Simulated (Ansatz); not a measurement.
## BaHfO3: response to strain

Base system: BaHfO3 in the cubic perovskite structure (space group Pm-3m, No. 221).

```xyz
5
Lattice="4.1575 0.0000 0.0000 0.0000 4.1575 0.0000 0.0000 0.0000 4.1575" Properties=species:S:1:pos:R:3 pbc="T T T"
Ba     0.0000     0.0000     0.0000
Hf     2.0788     2.0788     2.0788
O      2.0788     0.0000     2.0788
O      0.0000     2.0788     2.0788
O      2.0788     2.0788     0.0000
```

Cartesian axes are those of the cell as printed.

Strains are applied to the cell and any free atomic positions relax.

Calculations: Kohn–Sham DFT with the PBEsol functional, run in Ansatz (a quantum-chemistry and plane-wave program) with PAW and 420 eV plane waves, no spin-orbit coupling.

Notes on the quantities. energy relative to the base: free energy F.

```csv
uniaxial strain ε_zz (%),energy relative to the base (meV/atom)
-3,15.4
-2.4,9.6
-1.8,?
-1.2,2.3
-0.6,0.5
0,0.0
```

Problem. Fit ΔE = Aε² + Bε³ (ε in %) to the rows shown and predict the withheld row.

Solution. Least squares on the printed values gives A = 1.49 and B = -0.072 meV/atom (largest residual 0.1 meV/atom); this predicts 5.3 meV/atom, and the run gives 5.3 meV/atom, in agreement.

Stability against distortions was not tested.
